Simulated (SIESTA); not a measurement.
A self-consistent single point of CaGe2Au2 (I4mm, 5 atoms in the cell) with SIESTA.

Level of theory: SIESTA with LDA PW92, numerical atomic orbitals DZP, PseudoDojo LDA standard norm-conserving potentials (rewritten from UPF to PSML).

The change in words: lattice scaled by 0.98; ElectronicTemperature: 0.1 eV → 0.05 eV. Reference geometry:
```
CELL_PARAMETERS angstrom
     -2.21848     2.21848     5.12244
      2.21848    -2.21848     5.12244
      2.21848     2.21848    -5.12244
ATOMIC_POSITIONS crystal
  Ca 0.00488 0.00488 0.00000
  Ge 0.38161 0.38161 0.00000
  Ge 0.61839 0.61839 0.00000
  Au 0.75000 0.25000 0.50000
  Au 0.25000 0.75000 0.50000
```

Reference input (self-consistent single point, DFT, LDA PW92, numerical atomic orbitals DZP, PseudoDojo LDA standard norm-conserving potentials (rewritten from UPF to PSML)): XC.functional = LDA; XC.authors = PW92; potentials = PseudoDojo LDA standard; PAO.BasisSize = DZP; PAO.EnergyShift = 0.01 Ry; MeshCutoff = 300 Ry; kgrid.MonkhorstPack = 5 5 5; OccupationFunction = MP; OccupationMPOrder = 0; ElectronicTemperature = 0.1 eV; MaxSCFIterations = 150; SCF.Mixer.Method = Pulay. This run's input differs from it in these lines:

```diff
@@ -13,5 +13,5 @@
 %block LatticeVectors
-    -4.192313944    4.192313944    9.680016249
-     4.192313944   -4.192313944    9.680016249
-     4.192313944    4.192313944   -9.680016249
+    -4.108466796    4.108466796    9.486415697
+     4.108466796   -4.108466796    9.486415697
+     4.108466796    4.108466796   -9.486415697
 %endblock LatticeVectors
@@ -38,3 +38,3 @@
 OccupationMPOrder            0
-ElectronicTemperature        0.1 eV
+ElectronicTemperature        0.05 eV
```

Log, with long lists cut:

```
        iscf     Eharris(eV)        E_KS(eV)     FreeEng(eV)     dDmax    Ef(eV) dHmax(eV)
   scf:    1   -13805.531855   -13899.299526   -13899.304723  1.335331 -1.098924 26.984097
   scf:    2   -13942.278060   -13934.231574   -13934.235459  0.836098 -2.773829  2.669041
   scf:    3   -13934.838305   -13934.565285   -13934.569314  0.057733 -2.786101  1.695477
   scf:    4   -13934.768331   -13934.698871   -13934.701517  0.076220 -2.877067  0.409314
   scf:    5   -13934.697838   -13934.701660   -13934.704882  0.023213 -2.877910  0.211159
   scf:    6   -13934.704810   -13934.704290   -13934.707260  0.006492 -2.874262  0.018711
   scf:    7   -13934.704165   -13934.704241   -13934.707228  0.001507 -2.872279  0.044828
   scf:    8   -13934.704344   -13934.704318   -13934.707320  0.000917 -2.873964  0.004874
   scf:    9   -13934.704306   -13934.704312   -13934.707321  0.000144 -2.873992  0.003003
   scf:   10   -13934.704310   -13934.704311   -13934.707322  0.000084 -2.874158  0.000158
SCF Convergence by DM+H criterion
max |DM_out - DM_in|         :     0.0000836383
max |H_out - H_in|      (eV) :     0.0001583712
SCF cycle converged after 10 iterations

Using DM_out to compute the final energy and forces

siesta: E_KS(eV) =           -13934.7043

siesta: E_KS - E_eggbox =    -13934.7043

siesta: Atomic forces (eV/Ang):
     1    0.000032    0.000032   -0.204432
     2    0.001495    0.001495   -0.035498
     3   -0.001361   -0.001361    0.093216
     4    0.001757   -0.001702    0.073297
     5   -0.001702    0.001757    0.073297
   Tot    0.000220    0.000220   -0.000120
   Max    0.204432
   Res    0.064553    sqrt( Sum f_i^2 / 3N )
   Max    0.204432    constrained

Stress tensor Voigt[x,y,z,yz,xz,xy] (kbar):      -65.98      -65.98      -58.36       -0.06       -0.06       -0.20
   [... lines left out ...]
siesta: FreeEng =    -13934.707322
   [... lines left out ...]
siesta:    -0.041183   -0.000123   -0.000036
siesta:    -0.000123   -0.041183   -0.000036
siesta:    -0.000036   -0.000036   -0.036425

siesta: Cell volume =         94.912870 Ang**3

siesta: Pressure (static):
siesta:                Solid            Molecule  Units
siesta:           0.00043126          0.00040092  Ry/Bohr**3
siesta:           0.03959689          0.03681032  eV/Ang**3
siesta:          63.44121658         58.97664206  kBar
```

The run converged in 10 iterations. Against the reference run the free energy rises by 20.0 meV/atom, the pressure goes from -0.65 to 6.34 GPa and the largest force goes from 0.516 to 0.204 eV/Å.

The starting cell comes from a database of computed structures (which also holds hypothetical and non-ambient phases and stackings), without a prior relaxation at this level. Its lattice was rescaled by up to half a per cent. One atom was moved a little off its site on purpose. For this run, on top of that: lattice scaled by 0.98. Values carry the incompleteness of an atom-centred basis. With a pressure of about 6 GPa the cell is away from its equilibrium volume at this level.

Cost on one core of a shared machine: roughly 40 s.
